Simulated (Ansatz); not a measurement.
Be5Au (F-43m, No. 216), treated with LDA (plane waves, PAW; Ansatz, an electronic-structure program).

Numerical settings: plane-wave cutoff 520 eV, 16×16×16 k mesh, Fermi–Dirac smearing 0.05 eV, scalar-relativistic PAW data made under PBE.

A third-order Birch–Murnaghan fit to the energies gives V0 = 9.045 Å³/atom, B0 = 156 GPa, B′ = 3.9.

| V (Å³/atom) | P (GPa) |
|---|---|
| 8.683 | 6.88 |
| 8.863 | ? |
| 9.044 | 0.00 |
| 9.225 | -2.96 |
| 9.406 | ? |

### Question
Estimate the withheld pressures from this fit; the answers are the runs' own values.

### Answer

- 8.863, P (GPa): 3.27
- 9.406, P (GPa): -5.65

The formula P = (3/2) B0 (x^(7/3) − x^(5/3)) [1 + (3/4)(B′ − 4)(x^(2/3) − 1)] with x = V0/V meets the computed pressures within 0.03 GPa when these rounded values are put in.

Spin–orbit coupling is not included; it can shift volumes and moduli of such heavy elements.

Computed values are for the static lattice.

Cost on a shared machine: very roughly 5 core-minutes.
